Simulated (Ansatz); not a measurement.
Base system: NbN in the rock salt structure (space group Fm-3m, No. 225; a = 4.380 Å).

Now apply this change: Al takes the place of Nb on all its sites; the structure is relaxed again.

Levels (all Ansatz, a first-principles code, PAW): PBEsol (420 eV, no SOC); HSE06+SOC (420 eV, noncollinear with spin-orbit coupling).

The geometry is relaxed with PBEsol.

- PBEsol lowest conduction level above the VBM at special points: X 4.55 eV; Γ 5.63 eV; U 5.76 eV
- PBEsol valence-band top at Γ: 0.00, 0.00, 0.00 eV

**Question.** How does going to HSE06+SOC change the lowest conduction level above the VBM at special points and valence-band top at Γ?

**Answer.** The lowest conduction level above the VBM at special points goes from X 4.55 eV; Γ 5.63 eV; U 5.76 eV to X 6.01 eV; Γ 7.17 eV; U 7.26 eV; the valence-band top at Γ (three highest Kramers pairs, from the VBM) goes from 0.00, 0.00, 0.00 eV to 0.00, 0.00, -0.03 eV. The threefold valence maximum splits by Δso ≈ 27 meV.

Single points use the geometry relaxed with PBEsol. The hybrid gap comes from the SCF mesh plus the semilocal run's edge points and a few special points and is an upper bound. The spin-orbit shifts are approximate. The levels and masses belong to the bands next to the band gap. Stability against distortions was not tested. For AlN in this form, whether it has been made was not checked. The runs without spin-orbit coupling are not spin-polarised. This is not the structure that AlN has at room temperature and ambient pressure.
